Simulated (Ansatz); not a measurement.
Ansatz (a quantum-chemistry and plane-wave program) run on a sheet of PbO (4 atoms in the cell): self-consistent single point

Method of the run: PBE, harder PAW files (source: ansatz) (plane waves; Ansatz).

Input:

Ansatz 0.2 input:
```yaml
crystal:
  lattice:
    - [3.962518, 0.000000, 0.000000]
    - [0.000000, 3.962518, 0.000000]
    - [0.000000, 0.000000, 16.365934]
  atoms:
    - { symbol: Pb, position_ang: [1.981259, 0.000000, 9.365929] }
    - { symbol: Pb, position_ang: [0.000000, 1.981259, 7.000005] }
    - { symbol: O, position_ang: [0.000000, 0.000000, 8.182967] }
    - { symbol: O, position_ang: [1.981259, 1.981259, 8.182967] }
basis:
  ecutwfc: 930.0 eV
kpoints:
  mp_grid: { grid: [4, 4, 1] }
hamiltonian:
  xc: pbe
  pseudopotentials: { kind: paw, source: ansatz }
scf:
  occupations: { method: gaussian, width: 0.1 eV }
output:
  forces: true
  eigenvalues: true
  stress: true
```

Output (repeated stretches shortened):

```
WARN ansatz: RAYON_NUM_THREADS=1 ignored (pool sized by the plan → 1); use --threads N
Pseudopotentials: kind: paw
Pseudopotential: Pb, paw, valence charge 22
Pseudopotential: O, paw, valence charge 6
Crystal: 4 atoms, lattice volume = 256.971 Å³
Basis set: ecut = 930 eV, 16469 PW (Γ), exchange–correlation on 90×90×384 points (8 copies of the dense FFT grid, shifted against one another)
Bands: 34, of which v1, the nominal top of the filled ones, is band 28 counted from 1 (27 counted from 0)
Symmetry: 16 space group operations
Space group: P4/nmm (ITA 129), of the structure as read, at distance tolerance 6.4e-5 Å
k-points: 6 of 16
Initial density: superposition of atomic densities (neutral atoms: chi_scale 0, normalization atom)
Initial wavefunctions: pseudopotential atomic-orbital guess
Eigensolver: davidson
Functional: x = pbe(κ = 0.804, μ = 0.2195149727645171), c = pbe(β = 0.06672455060314922)
SCF iter   1: F=—  HF=-31725.533978 eV  |F-HF|=—  |Δ(HF+E_count)|=         —  Δρ=8.03e-2  dr2=2.12e1  ethr=3.10e-3  ⟨swp⟩=6.8  Hψ=809  notcnv=0
all-band conjugate gradients solve this SCF's bands
preconditioner: auto → Resta (q_TF=auto, 2.116 Å⁻¹)
SCF iter   2: F=—  HF=-31722.410449 eV  |F-HF|=—  |Δ(HF+E_count)|=    3.12e0  Δρ=7.18e-2  dr2=1.16e1  ethr=3.10e-3  ⟨swp⟩=3.8  Hψ=469  notcnv=0  defer=12
SCF iter   3: F=—  HF=-31720.494201 eV  |F-HF|=—  |Δ(HF+E_count)|=    1.92e0  Δρ=1.27e-2  dr2=5.81e-1  ethr=3.10e-3  ⟨swp⟩=3.0  Hψ=417  notcnv=0  defer=10
SCF iter   4: F=—  HF=-31720.506383 eV  |F-HF|=—  |Δ(HF+E_count)|=   1.22e-2  Δρ=1.01e-2  dr2=6.39e-1  ethr=1.04e-3  ⟨swp⟩=2.8  Hψ=332  notcnv=0  defer=12
SCF iter   5: F=—  HF=-31720.419258 eV  |F-HF|=—  |Δ(HF+E_count)|=   8.71e-2  Δρ=5.85e-3  dr2=1.97e-1  ethr=1.04e-3  ⟨swp⟩=2.2  Hψ=235  notcnv=0  defer=12
SCF iter   6: F=—  HF=-31720.379924 eV  |F-HF|=—  |Δ(HF+E_count)|=   3.93e-2  Δρ=4.25e-4  dr2=7.08e-4  ethr=3.53e-4  ⟨swp⟩=2.0  Hψ=248  notcnv=0  defer=12
SCF iter   7: F=—  HF=-31720.379858 eV  |F-HF|=—  |Δ(HF+E_count)|=   6.56e-5  Δρ=1.41e-4  dr2=9.03e-5  ethr=1.26e-6  ⟨swp⟩=2.3  Hψ=380  notcnv=0  defer=11
SCF iter   8: F=—  HF=-31720.379663 eV  |F-HF|=—  |Δ(HF+E_count)|=   1.95e-4  Δρ=4.79e-5  dr2=1.04e-5  ethr=1.61e-7  ⟨swp⟩=2.5  Hψ=266  notcnv=0  defer=11
SCF iter   9: F=-31720.379662 eV  HF=-31720.379662 eV  |F-HF|=6.21e-9  |Δ(HF+E_count)|=   9.63e-7  Δρ=3.91e-6  dr2=4.25e-8  ethr=1.79e-10  ⟨swp⟩=14.0  Hψ=1302  notcnv=0
SCF 1 converged in 9 iterations: F = -31720.379662 eV  dr2 = 4.25e-8
SCF converged after 9 iterations
Free energy (F): -31720.379662 eV
Harris-Foulkes:  -31720.379662 eV  (|F-HF|=6.21e-9)
Internal energy: -31720.379662 eV  (E = F + TS)
E sigma→0 (E₀):  -31720.379662 eV
Fermi energy:    1.154095 eV
--- Per-component energies (eV) ---
  E_band       = -1941.117867
  E_kinetic    = 2085.620898
  E_local      = -40174.561843  (includes V_loc(G=0)·N_el)
  E_nonlocal   = 2957.392339
  E_hartree    = 17741.668644
  E_xc         = -658.454703
  E_vxc        = -811.331765  (∫ρ·V_xc dr)
  E_paw        = -21321.266257  (= ΣΔE_a)
  E_vpaw       = -1481.581729  (= ΣTr[D̂ρ^β])
  E_aug_tail   = -0.000007  (compensation charges beyond the density's cutoff)
  E_ewald      = 7649.221266
  E_smearing   = -0.000000  (= −TS)
  E_closure    = 0.000000  (closes the sum)
  Σ components = -31720.379662   (vs F -31720.379662, Δ=0.00e0)
--- Forces (eV/Å), atoms counted from 1 ---
  atom   1  Pb     0.00000000     0.00000000     0.74947951
  atom   2  Pb     0.00000000     0.00000000    -0.74947951
  atom   3  O     -0.00000000     0.00000000     0.00000000
  atom   4  O     -0.00000000     0.00000000     0.00000000
  max |Σ_I F_I| component: 1.65e-24 eV/Å
--- Stress (GPa, compression-positive) ---
        1.523310       0.000000       0.000000
        0.000000       1.523310       0.000000
        0.000000       0.000000       1.105754
  P = ⅓ Tr σ = 1.3841 GPa (13.841 kbar)
  The stress holds the Pulay correction. Without it, at fixed plane waves, as pw.x and ABINIT print it: P = 1.3836 GPa
--- Band table (eV; the first three rows and the last of 6) ---
  k-point 0: bands = ["-138.1396", "-138.1396", "-79.8747", "-79.8746", "-79.8746", "-79.8742", "-79.8742", "-79.8740", "-18.1038", "-17.5451", "-15.6153", "-15.6153", "-15.5916", "-15.5513", "-15.4739", "-15.4386", "-15.4386", "-15.4115", [...]
  k-point 1: bands = ["-138.1396", "-138.1396", "-79.8747", "-79.8747", "-79.8745", "-79.8742", "-79.8742", "-79.8740", "-17.9860", "-17.5985", "-15.6077", "-15.5880", "-15.5486", "-15.5263", "-15.5066", "-15.4372", "-15.4143", "-15.4070", [...]
  k-point 2: bands = ["-138.1396", "-138.1396", "-79.8748", "-79.8748", "-79.8744", "-79.8744", "-79.8741", "-79.8741", "-17.7644", "-17.7644", "-15.5817", "-15.5817", "-15.5401", "-15.5401", "-15.4270", "-15.4270", "-15.4087", "-15.4087", [...]
  k-point 5: bands = ["-138.1396", "-138.1396", "-79.8748", "-79.8748", "-79.8743", "-79.8743", "-79.8743", "-79.8743", "-17.7247", "-17.7247", "-15.5333", "-15.5333", "-15.4555", "-15.4555", "-15.4177", "-15.4177", "-15.4114", "-15.4114", [...]
```

The run converged in 9 iterations.

The starting cell was generated: these elements placed on a structure prototype, without a prior relaxation; it need not be a known phase or ordering of this composition. Its lattice was rescaled in the plane by a random factor within 2.5 % of one. Spin-orbit coupling is off.
